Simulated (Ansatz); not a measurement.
For BeSe (model structure, from the WC type, P-6m2, No. 187), PBEsol (Ansatz, a first-principles code, plane waves, PAW) gives:

| Quantity | Result |
|---|---|
| lattice parameter a | 3.379 Å |
| lattice parameter c | 3.074 Å |
| enthalpy of formation | 0.015 eV/atom |

Problem. What does PBE-D3(BJ) in Ansatz (plane waves, PAW) give for the same quantities?

Solution. 
- lattice constant a: 3.361 Å (drops by 0.5 %)
- lattice parameter c: 3.061 Å (falls by 0.4 %)
- formation enthalpy: 0.080 eV/atom (increases by 0.065 eV/atom)

Changes are worked out from the printed values.

Unless a cell is named, each level is at its own relaxed cell (PBEsol 15.20, PBE-D3(BJ) 14.98 Å³/atom).

Ansatz's density-functional and Hartree–Fock values are scalar-relativistic unless marked +SOC, with PAW data made under PBE.

A model structure was made by putting elements into a prototype or built by hand; it is no filed structure, need not be a known phase, and can be a saddle point held by its symmetry.
